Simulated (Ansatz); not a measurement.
SiC (model structure, started from the PtS type, P4₂/mmc, No. 131, 4 atoms in the cell)

Level of theory: LDA in Ansatz (PAW).

Run with plane-wave cutoff 520 eV, 20×20×12 k mesh (along the axes of the cell as run), Fermi–Dirac smearing 0.05 eV, scalar-relativistic PAW data made under PBE.

Cell (relaxed at this level):

Space group P4₂/mmc (No. 131); a = b = 2.9574 Å, c = 4.9027 Å, α = β = γ = 90.00°

| atom | site | symmetry | x | y | z |
|---|---|---|---|---|---|
| Si | 2c | mmm. | 0.0000 | 0.5000 | 0.0000 |
| C | 2e | -4m2 | 0.0000 | 0.0000 | 0.2500 |

```
Quantity           Value
---------------  -------
band gap            none
bulk modulus B0  192 GPa
```

Note: the bulk modulus is −V dP/dV from two relaxed cells at ±2 % in volume; the relaxation could raise the start's symmetry but not lower it, so the cell can be a saddle point.

The computed numbers hold no vibrational or temperature effects.

The result took roughly 2.8 core-minutes.

A model structure was made by putting elements into a prototype or built by hand; it is no filed structure, need not be a known phase, and can be a saddle point held by its symmetry.

Ansatz is a program for electronic structure.
